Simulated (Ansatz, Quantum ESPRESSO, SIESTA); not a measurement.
**Code comparison for Si₂Ni (Fm-3m, 3 atoms in the cell)**

Relaxation of cell and atoms.

```xyz
3
Lattice="0.0000 2.6932 2.6932 2.6932 0.0000 2.6932 2.6932 2.6932 0.0000" Properties=species:S:1:pos:R:3 pbc="T T T"
Si     1.3466     1.3466     1.3466
Si     4.0397     4.0397     4.0397
Ni     0.0000     0.0000     0.0000
```

Shared settings, as Ansatz (a program for electronic structure) writes them: kpoints.mp_grid.grid = 9 9 9; scf.occupations.method = gaussian; scf.occupations.width = 0.0073 Ry. Potentials and cutoffs stand in the table.

| code | model | final volume (Å³/atom) | cutoff |
|---|---|---|---|
| Quantum ESPRESSO | PBE, PSlibrary ultrasoft (PBE) pseudopotentials | 13.47 | 50 Ry |
| Ansatz | PBE, default PAW files | 13.50 | default |
| SIESTA | GGA PBE, numerical atomic orbitals DZP, PseudoDojo PBE standard norm-conserving potentials (rewritten from UPF to PSML) | 13.41 | grid 350 Ry |

On Ansatz's run: spin polarisation is off.

The spread over the programs that give each value: final volume within 0.09 Å³/atom.

SIESTA uses small atom-centred bases, whose incompleteness enters pressures, forces and empty levels differently from a plane-wave cutoff. The programs treat the finite-basis stress differently while the cell relaxes: Ansatz adds an estimate of it.

The starting cell comes from a database of computed structures (which also holds hypothetical and non-ambient phases and stackings), without a prior relaxation at this level.

Keys are those of Ansatz 0.2.
